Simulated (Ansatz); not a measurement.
Results of r²SCAN (Ansatz, a first-principles code, PAW) for TbSi₂ (I4₁/amd, No. 141; cell taken from a computed entry).

Run with plane-wave cutoff 500 eV, 14×14×14 k mesh, Fermi–Dirac smearing 0.05 eV, spin-polarised start, scalar-relativistic PAW data made under PBE.

Computed at the level's own relaxed cell.

**Question.** Give the computed volume per atom, lattice parameter a and lattice parameter c.

**Answer.** 
* **volume per atom**: 19.21 Å³/atom
* **lattice parameter a**: 4.109 Å
* **lattice parameter c**: 13.652 Å

Note: the magnetic order was assumed, not searched for or taken from measurement; the relaxation could not lower the start's symmetry, so the cell can be a saddle point above a distorted one; the 4f shell is treated without U or exact exchange, so its levels and filling can be wrong.

Spin–orbit coupling is not included.

Static lattice: no zero-point or thermal effects.
